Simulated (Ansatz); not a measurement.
System: interstitial Cu in anatase TiO2 (charge state +1). Calculation: PBE, PAW (plane waves to 420 eV; Ansatz, a quantum-chemistry and plane-wave program).

Settings: 108 host sites, the relaxed PBE lattice, the Γ point alone, smearing 0.01 eV, spin-restricted, no image-charge correction. No zero-point or tunnelling terms. The charge state is imposed; whether it is stable for some Fermi level was not computed. Sites that were not tried may lie lower.

Barriers: single points on a 2×2×2 k-point mesh shifted by half a step at the bands' geometries (they differ from the bands' own by up to 0.07 eV, and are uncertain by about as much).

The step: one Cu atom jumps by itself; the atom moves 3.08 Å along (0.00, 0.50, 0.25) of the unit cell; the moving atom starts with neighbours 4 O at 2.02 Å and ends with 4 O at 2.02 Å.

Problem. Estimate the migration barrier of this step that PBE, PAW returns for this input.

Solution. 0.54 eV, the same both ways. At the saddle the moving atom has neighbours 2 O at 1.92, 4 O at 2.29 Å. The saddle point's order was not checked, and it lies on a symmetry element of the cell, where a band can be held.
